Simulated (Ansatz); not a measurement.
Consider SiC in the wurtzite structure (space group P6_3mc, No. 186; a = 3.092 Å, c = 5.074 Å).

(Cell as relaxed with PBE.)

Levels (all Ansatz, a quantum-chemistry and plane-wave program, PAW, earlier PAW set): PBE (420 eV, scalar-relativistic without spin-orbit coupling); r2SCAN (500 eV, spin-orbit coupling left out).

Each level relaxes its own structure.

| base | PBE | r2SCAN |
|---|---|---|
| volume per atom | 10.50 Å³ | 10.34 Å³ |
| lattice parameter a | 3.092 Å | 3.075 Å |
| band gap | 2.31 eV | 2.65 eV |

One thing is altered: every lattice vector is shortened by 1.93 %, atoms relaxed at fixed cell.

```json
[
 {"quantity": "pressure (mean of the normal stresses, compression positive)", "PBE": "14.01 GPa", "r2SCAN": "…"},
 {"quantity": "band gap", "PBE": "2.20 eV", "r2SCAN": "…"},
 {"quantity": "energy relative to the base (free energy F)", "PBE": "+25 meV/atom", "r2SCAN": "…"}
]
```

Problem. Predict the r2SCAN column.

Solution. 
- pressure (mean of the normal stresses, compression positive), r2SCAN: 14.94 GPa
- band gap, r2SCAN: 2.56 eV
- energy relative to the base (free energy F), r2SCAN: +26 meV/atom

PBE's pressure lies 0.923 GPa below r2SCAN's; PBE's band gap lies 0.36 eV below r2SCAN's; PBE's energy relative to the base lies 1.3 meV/atom below r2SCAN's. Neither level is exact; r2SCAN is the comparison here, not a measurement.

The cells carry an imposed strain or load. Whether these cells are dynamically stable was not tested.
